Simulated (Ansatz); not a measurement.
# A computed series for hypothetical diamond Ga: pressure series

The reference is Ga in the diamond structure (space group Fd-3m, No. 227; a = 5.758 Å; a hypothetical phase, not in the database extracts checked).

Cell and atoms are relaxed at each pressure.

Computed with Kohn–Sham DFT with the PBEsol functional, run in Ansatz (a first-principles code) with PAW and 420 eV plane waves, no spin-orbit coupling.

Notes on the quantities. enthalpy: H = E + PV relative to the base's energy.

| variant | density | enthalpy |
|---|---|---|
| base | 4.85 g/cm³ | – |
| pressure −2 GPa | ___ | -0.31 eV/atom |
| pressure −1 GPa | 4.73 g/cm³ | -0.15 eV/atom |
| pressure 0.3 GPa | 4.89 g/cm³ | +0.04 eV/atom |
| pressure 0.7 GPa | 4.93 g/cm³ | +0.10 eV/atom |
| pressure 1.5 GPa | 5.01 g/cm³ | +0.22 eV/atom |
| pressure 3 GPa | 5.15 g/cm³ | +0.43 eV/atom |
| pressure 5 GPa | 5.33 g/cm³ | +0.71 eV/atom |
| pressure 7.5 GPa | 5.52 g/cm³ | +1.04 eV/atom |
| pressure 10 GPa | 5.69 g/cm³ | +1.36 eV/atom |

Task: Complete the table.

Result: 
- pressure −2 GPa, density: 4.60 g/cm³

Load acts through the strain it causes; cell and atoms are relaxed under it. Stability against distortions was not tested. No other phases were tried under pressure.
